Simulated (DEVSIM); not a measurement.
Device: abrupt Ge n-p junction, at 350 K.

Layer 1 from the left is Ge, thickness (μm) 39.0, Nd (cm⁻³) 1.2e15, τn (s) 0.00097, τp (s) 0.00097. Layer 2 from the left is Ge, thickness (μm) 2.00, Na (cm⁻³) 4.9e15, τn (s) 0.00097, τp (s) 0.00097.

Left contact: ohmic. Right contact: ohmic. Voltage is applied to the left contact. Recombination: SRH at mid-gap, radiative, Auger. Mobility is μmin + (μ − μmin)/(1 + (N/Nref)^α).

This is a model device: material constants are rounded textbook-type values typed into the input, and sizes, dopings and lifetimes were drawn at random. Values at 300 K; Nc and Nv go as T^1.5, mobilities as T to minus their exponent, the gap by Varshni's rule with the affinity fixed.

Ge: gap (eV) 0.664, affinity (eV) 4, permittivity 16, Nc (cm⁻³) 1.04e19, Nv (cm⁻³) 6e18, μn (cm²/Vs) 3900, μp (cm²/Vs) 1900, μn,min 150, μp,min 100, Nref,n 2.6e17, Nref,p 4e17, αn 0.56, αp 0.6, T exponent of μn 1.66, T exponent of μp 2.33, B (cm³/s) 6.4e-14, Cn (cm⁶/s) 1e-31, Cp (cm⁶/s) 1e-31, Varshni α (eV/K) 0.000477, Varshni β (K) 235.

Model (solved in DEVSIM): 1D drift-diffusion, Boltzmann statistics, complete ionisation; no tunnelling, impact ionisation, image-force lowering or self-heating.

Problem. What does the simulation give for the largest field in the device at zero bias, the potential step across the device at zero bias?

Solution. largest field in the device at zero bias 5000 V/cm; potential step across the device at zero bias 0.144 V.
